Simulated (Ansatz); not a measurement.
Response to strain in hypothetical CdI2 type TeS2

Consider TeS$_{2}$ in the CdI2 type structure (space group P-3m1, No. 164; a = 3.792 Å, c = 5.700 Å; a hypothetical phase, not in the database extracts checked; layered, stacked along the Cartesian z axis).

Strains are applied to the cell and any free atomic positions relax.

Computed with PBE-D3(BJ), PAW, 420 eV (Ansatz, a quantum-chemistry and plane-wave program; scalar-relativistic without spin-orbit coupling).

Notes on the quantities. pressure: mean of the normal stresses, compression positive.

| isotropic strain (%) | pressure (GPa) |
|---|---|
| -2.68 | 3.8 |
| -0.61 | ? |
| 0 | 0.0 |
| 0.84 | -0.9 |
| 2.15 | -2.1 |

Problem. Fit P = P₀ − Bδ + Cδ² with δ = (1 + ε)³ − 1 to the rows shown and predict the withheld row.

Solution. Least squares on the printed values gives P₀ = 0.0 GPa, B = 39.5 GPa (at held cell shape), C = 113 GPa (largest residual 0.0 GPa); this predicts 0.8 GPa, and the run gives 0.7 GPa, in agreement.

The mesh was chosen for an insulator and is coarse for the gapless case. No phonon test of stability was made. The final runs are not spin-polarised.
